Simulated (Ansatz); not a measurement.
Ga vacancy (V_Ga) in beta Ga2O3: one set of geometries, relaxed with PBE, evaluated in Ansatz (PAW, plane waves to 420 eV, 500 eV under r2SCAN) with PBE, r2SCAN.

Cell and caveats: 120-site cell; 2×2×2 shifted k-points; start: the Ga(2) site; charged states image-corrected; corrections reach 1.9 eV, so highly charged states may be off by several tenths; flagged in the runs: a host whose relaxation on this sampling wasn't shown to rest, a strain field that reaches the edge of the cell.

```csv
quantity,PBE,r2SCAN
host gap (eV),2.01,2.65
ε(+1/0) above the VBM (eV),not bound,not settled
ε(−1/−2) above the VBM (eV),0.71,0.90
ε(−2/−3) above the VBM (eV),1.28,not settled
carrier at charge +1,hole in a host band,bound
largest moment on one atom at charge −1 (μB),0.38,0.49
largest moment on one atom at charge −2 (μB),0.26,0.30
```

PBE narrows the gap by 0.64 eV against r2SCAN, the highest level run, and puts the level shown 0.19 eV lower above the valence-band maximum (from the rounded values).

"Not bound" means that the carrier spreads over host band states in this cell; a shallow level, bound over tens of ångströms, can't be resolved here.

Ansatz is an electronic-structure program.
